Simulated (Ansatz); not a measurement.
CsCl-type CoAl, treated with r²SCAN in Ansatz (plane waves, PAW).

Settings: plane-wave cutoff 560 eV, 20×20×20 k mesh, Fermi–Dirac smearing 0.05 eV, no spin polarisation, scalar-relativistic PAW data made under PBE.

Cell (relaxed at this level):

```cif
data_AlCo
_chemical_formula_sum 'Al1 Co1'
_space_group_name_H-M_alt 'Pm-3m'
_space_group_IT_number 221
_space_group_name_Hall '-P 4 2 3'
_cell_length_a 2.82322
_cell_length_b 2.82322
_cell_length_c 2.82322
_cell_angle_alpha 90.000
_cell_angle_beta 90.000
_cell_angle_gamma 90.000
loop_
_atom_site_label
_atom_site_type_symbol
_atom_site_symmetry_multiplicity
_atom_site_Wyckoff_symbol
_atom_site_fract_x
_atom_site_fract_y
_atom_site_fract_z
_atom_site_occupancy
Al1 Al 1 a 0.00000 0.00000 0.00000 1
Co1 Co 1 b 0.50000 0.50000 0.50000 1
```

Task: What does this level give for the bulk modulus B0?

Result: 
- bulk modulus B0: 199 GPa

Measured, for comparison: bulk modulus 162 GPa (room temperature, not corrected to a static lattice; as tabulated in Yamada et al. (2019), arXiv:1910.09660). Computed (rounded) less measured: bulk modulus +23 %.

Note: the run has no spin polarisation, so it can have missed a magnetic state; the bulk modulus is −V dP/dV from two relaxed cells at ±2 % in volume.

Computed values are for the static lattice.

Ansatz is an electronic-structure program.
